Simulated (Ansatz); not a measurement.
Ta on the Si site in alpha quartz: one set of geometries, relaxed with PBE, evaluated in Ansatz (PAW, plane waves to 420 eV, 500 eV under r2SCAN) with PBE, r2SCAN.

Details: 72-site cell; 2×2×2 Γ-centred k-points; start: the Si site; charged states image-corrected; no spin–orbit coupling; not converged in cell size; flagged in the runs: a doubtful potential alignment, a host whose relaxation on this sampling wasn't shown to rest, a strain field that reaches the edge of the cell.

| quantity | PBE | r2SCAN |
|---|---|---|
| host gap (eV) | 5.68 | [?] |
| ε(+1/0) above the VBM (eV) | 4.31 | [?] |
| neutral formation energy against silicon, bcc Ta (eV) | 2.64 | [?] |
| largest moment on one atom at charge 0 (μB) | 0.26 | [?] |

Q: Given the lower rungs, what does r2SCAN give?

A: 
- host gap (eV), r2SCAN: 6.32
- ε(+1/0) above the VBM (eV), r2SCAN: 4.49
- neutral formation energy against silicon, bcc Ta (eV), r2SCAN: 2.53
- largest moment on one atom at charge 0 (μB), r2SCAN: 0.27

Ansatz is an electronic-structure program.
